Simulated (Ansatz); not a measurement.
Take InAs in the zinc blende structure (space group F-43m, No. 216; a = 6.186 Å) as the base.

Method: PBE/PAW in Ansatz (a first-principles code), spin-orbit coupling left out.

Base values:

| Quantity | Result |
|---|---|
| Volume per atom | 29.59 Å³ |

It is then changed as follows: hydrostatic tension (pressure −2 GPa).

What happens to the volume per atom?

The volume per atom rises by 1.411 Å³, from 29.59 Å³ to 31.01 Å³.

Load acts through the strain it causes; cell and atoms are relaxed under it. No phonon test of stability was made. All final runs are without spin polarisation.
